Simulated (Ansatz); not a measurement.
The reference is BeSe in the zinc blende structure (space group F-43m, No. 216; a = 5.129 Å).

One thing is altered: full substitution Be → Mg, then cell and atoms are relaxed.

Levels (all Ansatz, a first-principles code, PAW): PBEsol (420 eV, without spin-orbit coupling); HSE06 (420 eV, scalar-relativistic without spin-orbit coupling).

The geometry is relaxed with PBEsol.

| Property | Result |
|---|---|
| PBEsol lowest conduction level above the VBM at special points | Γ 2.52 eV; X 3.29 eV; L 4.15 eV |

Task: What does HSE06 give at this geometry for the lowest conduction level above the VBM at special points?

Result: The lowest conduction level above the VBM at special points changes from Γ 2.52 eV; X 3.29 eV; L 4.15 eV to Γ 3.64 eV; X 4.30 eV; L 5.26 eV.

Single points use the geometry relaxed with PBEsol. The levels and masses belong to the bands next to the band gap. Whether these cells are dynamically stable was not tested. For MgSe in this form, whether it has been made was not checked. This is not the structure that MgSe has at room temperature and ambient pressure.
